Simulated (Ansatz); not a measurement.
Spacing of the highest filled and lowest empty level at the zone centre in eight small model glasses of hand-chosen composition and density, fast-quenched (anions pushed apart in CHGNet runs), each at its PBE geometry, by PBE and by r2SCAN (Ansatz, a quantum-chemistry and plane-wave program, plane waves, PAW). The cells are the first eight to finish that balance their formal charges, show no moments and no lower geometry on charging where those were tested, and have a gap at both levels; defect levels can set the spacings.

| cell | quench by | pressure (GPa) | levels at the gap | PBE (eV) | experiment, tabulated (eV) |
|---|---|---|---|---|---|
| Si12B24N40 | CHGNet | 0.7 | localised at the filled edge | 2.61 | - |
| Be24Al16O48 | CHGNet | 0.0 | localised at the filled edge | 4.17 | - |
| In24O39Y2 | CHGNet | 1.6 | localised at the filled edge | 0.66 | - |
| Si24O50Hf | CHGNet | 0.0 | localised at the filled edge | 5.03 | - |
| Si24O50Ge | CHGNet | 0.0 | localised at the filled edge | 4.64 | - |
| Ta16O42Zr | CHGNet | 1.4 | localised at the filled edge | 3.29 | - |
| Hf18O39B2 | CHGNet | 7.2 | localised at the filled edge | 4.31 | - |
| Si24O49Mg | CHGNet | 1.2 | localised at the filled edge | 4.66 | - |

Task: What does r2SCAN give, and how does it move these values against PBE?

Result: Si12B24N40 3.08, Be24Al16O48 4.78, In24O39Y2 1.10, Si24O50Hf 5.71, Si24O50Ge 5.30, Ta16O42Zr 3.67, Hf18O39B2 4.80, Si24O49Mg 5.32 eV. It raises them by +0.38 to +0.68 eV, +0.55 eV on average. A straight line through the eight gives r2SCAN = 1.06 × PBE +0.33 eV, with a scatter of 0.07 eV.
